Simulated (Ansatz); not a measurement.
**Effect of biaxial strain −2.28 %, plane normal [001], relaxed out of plane on AlN**

Take AlN in the wurtzite structure (space group P6_3mc, No. 186; a = 3.130 Å, c = 5.018 Å) as the base. Axes: x lies along a and z along c of the hexagonal cell.

Now apply this change: biaxial strain −2.28 %, plane normal [001], relaxed out of plane (Cartesian); in-plane vectors clamped, the third vector and the atoms free.

Method: Ansatz (an electronic-structure program) PBE, no spin-orbit coupling. Settings: 12×12×7 k-points, 0.05 eV Fermi–Dirac smearing.

```tsv
quantity	base	changed	shift
volume per atom	10.65 Å³	10.29 Å³	-0.36 Å³
space group	P6_3mc (No. 186)	P6_3mc (No. 186)	–
shortest interatomic distance	1.903 Å	1.876 Å	-0.027 Å
pressure (mean of the normal stresses, compression positive)	0.00 GPa	7.42 GPa	+7.425 GPa
band gap	4.03 eV	4.38 eV	+0.35 eV
gap character	direct at Γ	direct at Γ	–
width of the top valence band	2.34 eV	2.31 eV	-0.03 eV
electron mass	–	0.28 mₑ out of plane, 0.32 mₑ in plane (at Γ)	–
valence-band top at Γ (three highest levels, from the VBM)	0.00, -0.20, -0.20 eV	0.00, 0.00, -0.11 eV	–
out-of-plane strain	–	+1.20 %	–
ratio −ε⊥/ε∥	–	0.53	–
mean in-plane stress (compression positive)	–	+11.1 GPa	–
```

Cost of the whole job for the changed cell (relaxation, final SCF and bands): around 25 core-seconds (rough).

Effective masses come from finite differences of ±0.01 Å⁻¹. Gaps are Kohn–Sham eigenvalue differences; semilocal functionals usually give less than the measured gap. No phonon test of stability was made.
